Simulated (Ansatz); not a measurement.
Base system: CsSnI$_{3}$ in the cubic perovskite structure (space group Pm-3m, No. 221; a = 6.131 Å). Axes: x, y, z lie along the cube axes.

Method: Ansatz (an electronic-structure program) PBEsol, no spin-orbit coupling.

Strains are applied to the cell and any free atomic positions relax.

One change was made to it. Results:

```tsv
quantity	base	after
energy relative to the base (free energy F)	0 meV/atom	+1.0 meV/atom
band gap	0.10 eV	zero
```

Problem. What was done to the base?
A) uniaxial strain ε_zz = −1.80 %
B) uniaxial strain ε_zz = −1.20 %
C) uniaxial strain ε_zz = −3.00 %

Solution. B, uniaxial strain ε_zz = −1.20 %. For comparison, the energy relative to the base in the other runs: uniaxial strain ε_zz = −1.80 % gives +2.2 meV/atom; uniaxial strain ε_zz = −3.00 % gives +6.5 meV/atom.

Spin-orbit coupling, missing from the scalar runs, can matter with I. Stability against distortions was not tested. All final runs are without spin polarisation. Many cubic perovskites are stable only at high temperature; tilts and polar distortions were not tested. Gaps under 0.05 eV, about the width of the smearing, are given as zero. A zero or small gap of CsSnI3 can be the functional's error rather than a property of the material.
